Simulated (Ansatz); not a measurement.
Start from Pd in the fcc (Cu type) structure (space group Fm-3m, No. 225; a = 3.910 Å; relaxed with 0.1 eV smearing). Axes: x, y, z lie along the cube axes.

Structures relaxed with r2SCAN (Ansatz, an electronic-structure program), no spin-orbit coupling.

Base:

Simulated powder pattern, Cu Kα1, λ = 1.54056 Å (kinematic, ideal powder, no thermal factors, no anomalous dispersion; the 14 strongest lines at most, above 2 %, up to 2θ = 90°):

```tsv
2θ (°)	I/Imax (%)	hkl
39.90	100	(111)
46.40	48	(200)
67.72	29	(220)
81.58	34	(311)
86.06	10	(222)
```

Modification: biaxial strain +2.50 %, plane normal [001], relaxed out of plane (Cartesian); in-plane vectors clamped, the third vector and the atoms free.

Task: Predict the new powder pattern.

Result: 
Simulated powder pattern, Cu Kα1, λ = 1.54056 Å (kinematic, ideal powder, no thermal factors, no anomalous dispersion; the 14 strongest lines at most, above 2 %, up to 2θ = 90°):

```tsv
2θ (°)	d (Å)	I/Imax (%)	hkl
39.80	2.263	100	(111)
45.21	2.004	34	(200)
48.41	1.879	14	(002)
65.85	1.417	10	(220)
68.38	1.371	19	(202)
79.79	1.201	24	(311)
84.50	1.146	10	(113)
85.82	1.131	10	(222)
```

The indices refer to the base's conventional cell; one index is shown for lines that coincide. The space group is now I4/mmm (No. 139).

Whether these cells are dynamically stable was not tested. All final runs are without spin polarisation. Pd has a high density of states at the Fermi level and may be magnetic at this level.
